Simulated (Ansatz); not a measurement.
Consider the following.

```yaml
crystal:
  lattice:
    - [2.94547, 0.00000, 0.00000]
    - [1.47274, 2.55085, 0.00000]
    - [1.47274, -0.85028, 6.17862]
  atoms:
    - { symbol: Ag, position: [0.00000, 0.00000, 0.00000] }
    - { symbol: Cr, position: [0.00000, 0.50000, 0.50000] }
    - { symbol: O, position: [0.77379, 0.11310, 0.33931] }
    - { symbol: O, position: [0.22621, 0.88690, 0.66069] }
```

Spin-polarised, with starting moments of sign Ag0 Cr+ O0 O0.

Computed with Ansatz (a quantum-chemistry and plane-wave program), PBEsol, PAW, cutoff 420 eV, no SOC. Settings: 13×13×13 k-points, 0.05 eV Fermi–Dirac smearing.

Question: Predict the band gap.

Answer: 0.17 eV.

Question: Predict the largest site moment.

Answer: 2.34 μB.

Question: Estimate the mean in-plane stress (compression positive).

Answer: +1.9 GPa.

Question: Predict the gap character.

Answer: Indirect, S₂–F (12 % along) → Γ.

The cells carry an imposed strain or load. Stability against distortions was not tested. No Hubbard U is applied and the magnetic state is the run's own (CrAgO2 ferromagnetic); small cells can't hold the antiferromagnetic order that many such compounds have, so gaps and moments can be off. Where the two band edges lie in opposite spin channels, the gap is a spin-flip gap. The cell was made from CrAgO2 (space group R-3m, No. 166; ferromagnetic; a model cell) by this change: biaxial strain −0.70 %, plane normal [001], relaxed out of plane. The zero or small gap of CrAgO2 can change with the level of theory.
